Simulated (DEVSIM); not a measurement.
Device: Schottky contact on n-type In0.53Ga0.47As, at 300 K.

```
layer (left to right)        material  thickness (μm)  Nd (cm⁻³)   τn (s)   τp (s)
---------------------  --------------  --------------  ---------  -------  -------
1                      In0.53Ga0.47As            14.0     8.9e16  6.8e-10  6.8e-10
```

Left contact: Schottky, work function 5.09 eV, emission velocity 1e7 cm/s. Right contact: ohmic. Voltage is applied to the left contact. Recombination: SRH at mid-gap, radiative. Mobility is constant in doping.

Constants are typed, rounded textbook-type inputs, not results; the design itself was drawn at random and stands for no fabricated device. Values at 300 K; Nc and Nv go as T^1.5, mobilities as T to minus their exponent, the gap by Varshni's rule with the affinity fixed.

```
parameter         In0.53Ga0.47As
----------------  --------------
gap (eV)                    0.74
affinity (eV)               4.51
permittivity                13.9
Nc (cm⁻³)                 2.1e17
Nv (cm⁻³)                 7.7e18
μn (cm²/Vs)                12000
μp (cm²/Vs)                  300
T exponent of μn             1.6
T exponent of μp             1.6
B (cm³/s)                9.6e-11
Varshni α (eV/K)         0.00035
Varshni β (K)                190
```

DEVSIM, 1D drift-diffusion, Boltzmann statistics, complete ionisation; no tunnelling, impact ionisation, image-force lowering or self-heating. Metal contacts follow the ideal Schottky-Mott rule: no Fermi-level pinning, no interface dipoles.

The temperature was swept, all else fixed.

```json
[
 {"temperature (K)": "300", "largest field in the device at zero bias (V/cm)": "110000", "dark forward voltage at 100 A/cm² (V)": "0.372", "potential step across the device at zero bias (V)": "0.558"},
 {"temperature (K)": "350", "largest field in the device at zero bias (V/cm)": "110000", "dark forward voltage at 100 A/cm² (V)": "0.329", "potential step across the device at zero bias (V)": "0.547"},
 {"temperature (K)": "400", "largest field in the device at zero bias (V/cm)": "120000", "dark forward voltage at 100 A/cm² (V)": "0.286", "potential step across the device at zero bias (V)": "0.536"},
 {"temperature (K)": "450", "largest field in the device at zero bias (V/cm)": "[?]", "dark forward voltage at 100 A/cm² (V)": "[?]", "potential step across the device at zero bias (V)": "0.523"},
 {"temperature (K)": "500", "largest field in the device at zero bias (V/cm)": "160000", "dark forward voltage at 100 A/cm² (V)": "0.192", "potential step across the device at zero bias (V)": "0.510"}
]
```

Task: Complete the blanks.

Result: 
- 450, largest field in the device at zero bias (V/cm): 130000
- 450, dark forward voltage at 100 A/cm² (V): 0.240
